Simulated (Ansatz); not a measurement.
```yaml
crystal:
  lattice:
    - [4.59793, 0.00000, 0.00000]
    - [-2.29897, 3.98192, 0.00000]
    - [0.00000, 0.00000, 7.48136]
  atoms:
    - { symbol: Mg, position: [0.66667, 0.33333, 0.00084] }
    - { symbol: Mg, position: [0.33333, 0.66667, 0.50084] }
    - { symbol: Te, position: [0.66667, 0.33333, 0.62436] }
    - { symbol: Te, position: [0.33333, 0.66667, 0.12436] }
```

Relaxed-ion tensors in this frame from Ansatz (a program for electronic structure), LDA functional, plane-wave PAW. Proper piezoelectric stress tensor e (C/m²):

```
 0.00   0.00   0.00   0.00   0.06   0.00
 0.00   0.00   0.00   0.06   0.00   0.00
 0.07   0.07  -0.15   0.00   0.00   0.00
```

Stiffness C (GPa):

```
48.4  23.1  18.9   0.0   0.0   0.0
23.1  48.4  18.9   0.0   0.0   0.0
18.9  18.9  52.3   0.0   0.0   0.0
 0.0   0.0   0.0  11.2   0.0   0.0
 0.0   0.0   0.0   0.0  11.2   0.0
 0.0   0.0   0.0   0.0   0.0  12.7
```

The cell was generated from a structure type, relaxed within its symmetry, and need not be the phase found at ambient conditions. Spin-orbit coupling is not included. The polar cell is relaxed at -2 GPa. The structure is held there; whether it is the stable one at that pressure was not tested.

### Question
Obtain the piezoelectric strain tensor d.

### Answer
d = e S with S = C⁻¹, in pC/N:

```
 0.0   0.0   0.0   0.0   5.4   0.0
 0.0   0.0   0.0   5.4   0.0   0.0
 2.1   2.1  -4.4   0.0   0.0   0.0
```
Away from Γ the polar cell without biaxial strain shows no imaginary mode on a 2×2×2 mesh.
